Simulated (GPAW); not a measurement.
Band structure of BaAlGeH (P3m1, 4 atoms in the cell).

```
BaAlGeH
1.0
    4.40073     0.00000     0.00000
   -2.20036     3.81114     0.00000
    0.00000     0.00000     5.27210
Ba Al Ge H
1 1 1 1
Direct
  0.33333   0.66667   0.09902
  0.00000   0.00000   0.64135
  0.66667   0.33333   0.55274
  0.00000   0.00000   0.97289
```

Level of theory: LDA (Perdew-Wang 92), GPAW PAW datasets LDA (gpaw-data 1.0.1) (plane waves; GPAW).

Settings: mode = pw; ecut = 800 eV; xc = LDA; kpts = 5 5 3; mesh shift (steps) = 0 0 0; occupations.name = fermi-dirac; occupations.width = 0.01 eV; nbands = -4; convergence.forces = 0.001 eV/Å; convergence.bands = -2; symmetry.symmorphic = false; symmetry.tolerance = 0.0005; maxiter = 120; bandpath_npoints = 40.

The starting cell comes from a database of computed structures (which also holds hypothetical and non-ambient phases and stackings), without a prior relaxation at this level. Its lattice was rescaled by a random factor within 2.5 % of one.

### Question
Predict the gap along the standard path and the places of the band edges.

### Answer
The gap along the path is 0.73 eV, from A to a point between A|L and M|K; the smallest direct gap on it is 1.04 eV.

Levels in eV from the top of the valence band on the SCF mesh, bands 6 to 13:
| point | 6 | 7 | 8 | 9 | 10 | 11 | 12 | 13 |
|---|---|---|---|---|---|---|---|---|
| Γ | -4.12 | -0.63 | -0.26 | -0.26 | 1.11 | 3.38 | 3.38 | 4.39 |
| M | -5.61 | -2.82 | -0.91 | -0.32 | 0.91 | 2.34 | 3.13 | 3.56 |
| K | -5.42 | -2.84 | -2.41 | -0.52 | 1.39 | 2.95 | 4.00 | 5.62 |
| A | -5.05 | 0.11 | 0.11 | 0.16 | 1.20 | 2.02 | 2.02 | 2.75 |
| L | -5.16 | -3.07 | -1.39 | -0.65 | 1.78 | 3.53 | 4.14 | 5.33 |
| H | -5.60 | -2.82 | -2.01 | -0.30 | 3.16 | 3.63 | 4.68 | 4.89 |
